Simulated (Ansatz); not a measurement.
**NbAs (model structure, started from the CoSn type, P6/mmm, No. 191, 6 atoms in the cell): properties by level of theory**

```json
[
 {"level (code)": "PBE (Ansatz)", "equilibrium lattice constant a (Å)": "5.661", "c axis length (Å)": "(withheld)"},
 {"level (code)": "PBEsol (Ansatz)", "equilibrium lattice constant a (Å)": "5.593", "c axis length (Å)": "4.216"},
 {"level (code)": "PBE-D3(BJ) (Ansatz)", "equilibrium lattice constant a (Å)": "5.595", "c axis length (Å)": "(withheld)"}
]
```

Task: What belongs in the gaps?

Result: 
- PBE (Ansatz, a quantum-chemistry and plane-wave program), c axis length (Å): 4.259
- PBE-D3(BJ) (Ansatz), c axis length (Å): 4.210

Ansatz's density-functional and Hartree–Fock values are scalar-relativistic unless marked +SOC, with PAW data made under PBE.

The computed numbers hold no vibrational or temperature effects.

A model structure was made by putting elements into a prototype or built by hand; it is no filed structure, need not be a known phase, and can be a saddle point held by its symmetry.
